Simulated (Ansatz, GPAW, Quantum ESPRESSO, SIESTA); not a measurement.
**One structure in several programs: GaGe3 (P6_3/mmc, 8 atoms in the cell)**

Self-consistent single point.

```xyz
8
Lattice="5.9850 0.0000 0.0000 -2.9925 5.1832 0.0000 0.0000 0.0000 5.0350" Properties=species:S:1:pos:R:3 pbc="T T T"
Ga     2.9925     1.7277     1.2587
Ga     0.0000     3.4555     3.7762
Ge     1.4684     0.8478     3.7762
Ge     1.5241     4.3354     1.2587
Ge     0.0000     1.6956     1.2587
Ge     2.9925     3.4876     3.7762
Ge     4.5166     0.8478     3.7762
Ge    -1.5241     4.3354     1.2587
```

Shared settings, as Ansatz (an electronic-structure program) writes them: kpoints.mp_grid.grid = 5 5 5; scf.occupations.method = gaussian; scf.occupations.width = 0.0073 Ry. Potentials and cutoffs stand in the table.

```
code                                                                                                                                      model  pressure (GPa)  largest force (eV/Å)       cutoff
----------------  -----------------------------------------------------------------------------------------------------------------------------  --------------  --------------------  -----------
GPAW                                                                                      PBEsol, GPAW PAW datasets PBEsol (made by gpaw-setup)           -4.46                 0.167       600 eV
Ansatz                                                                                                          PBEsol, PAW files made with PBE           -4.22                 0.168      30.9 Ry
Quantum ESPRESSO                                                          PBEsol, PseudoDojo standard norm-conserving (PBESOL) pseudopotentials           -4.17                 0.170        80 Ry
SIESTA            GGA PBEsol, numerical atomic orbitals DZP, PseudoDojo PBEsol standard norm-conserving potentials (rewritten from UPF to PSML)           -0.97                 0.278  grid 350 Ry
```

The spread over the programs that give each value: pressure within 3.49 GPa; largest force within 0.111 eV/Å.

SIESTA uses small atom-centred bases, whose incompleteness enters pressures, forces and empty levels differently from a plane-wave cutoff. Ansatz's pressure is given at a fixed set of plane waves, as the other plane-wave codes print theirs; with its correction for the finite basis it is -4.19 GPa. In the pressure, SIESTA (by 3.25) lies more than 1 GPa from the median of the plane-wave programs. In the force vectors, SIESTA (by 0.110) lies more than 0.08 eV/Å from the median of the plane-wave programs.

On the base mesh (3 3 4) the same programs gave: Ansatz pressure -3.90 GPa; Quantum ESPRESSO pressure -3.85 GPa; GPAW pressure -4.13 GPa; SIESTA pressure -0.68 GPa.

The values differ from the base mesh's, so the mesh still matters here: the table compares the programs at equal settings.

The starting cell comes from a database of computed structures (which also holds hypothetical and non-ambient phases and stackings), without a prior relaxation at this level.

Left out of this page: CP2K and Elk (unsound by tests on forces, stress, charge or solver warnings).

Keys are those of Ansatz 0.2.
